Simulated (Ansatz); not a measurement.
For GeSb4Te7 (P-3m1, No. 164, 12 atoms in the cell; start mp-29641), LDA in Ansatz (plane waves, PAW) gives:

- lattice parameter a = 4.230 Å
- lattice parameter c = 23.079 Å
- cohesive energy = 3.63 eV/atom
- band gap = 0.00 eV

Task: What does r²SCAN+rVV10 (PAW; Ansatz, an electronic-structure program) give for the same quantities?

Result: 
- lattice constant a: 4.271 Å (rises by 1.0 %)
- lattice parameter c: 24.101 Å (increases by 4.4 %)
- cohesive energy: 2.85 eV/atom (decreases by 0.78 eV/atom)
- band gap: 0.36 eV (increases by 0.36 eV)

Changes are worked out from the printed values.

Unless a cell is named, each level is at its own relaxed cell (LDA 29.80, r²SCAN+rVV10 31.73 Å³/atom).

Levels without +SOC leave out spin–orbit coupling, which shifts energies and cells of such heavy elements.

Spin–orbit coupling is included only where a level's name says +SOC; with heavier elements it mostly lowers gaps and can invert bands. A gap of zero means that the bands touch or overlap. Density-functional gaps are differences of (generalised) Kohn–Sham levels.

Caveats: the relaxation could not lower the start's symmetry, so the cell can be a saddle point above a distorted one (LDA, r²SCAN+rVV10). Ansatz's density-functional and Hartree–Fock values are scalar-relativistic unless marked +SOC, with PAW data made under PBE.

A start named mp-… is a Materials Project structure, which need not be a measured phase.
